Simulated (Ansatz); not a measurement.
## Ho in the hcp (Mg type) structure (space group P6_3/mmc, No. 194; ferromagnetic)

```
CELL_PARAMETERS angstrom
      3.55590     0.00000     0.00000
     -1.77795     3.07950     0.00000
      0.00000     0.00000     5.71813
ATOMIC_POSITIONS crystal
  Ho 0.33333 0.66667 0.75000
  Ho 0.66667 0.33333 0.25000
```

Computed with PBEsol (Ansatz, a first-principles code), no spin-orbit coupling, earlier PAW set. k-mesh 15×15×8 (Γ-centred); smearing 0.05 eV (Fermi–Dirac).

```yaml
volume_per_atom: 31.31 Å³
density: 8.75 g/cm³
magnetic_state: ferromagnetic
total_energy: -11208.437 eV/atom (σ→0; compares only within this code and set-up)
```

Other magnetic orders, which the real material may have, were not ruled out. Open 4f shells without U are poorly described, and the f state was not checked. No phonon test of stability was made.
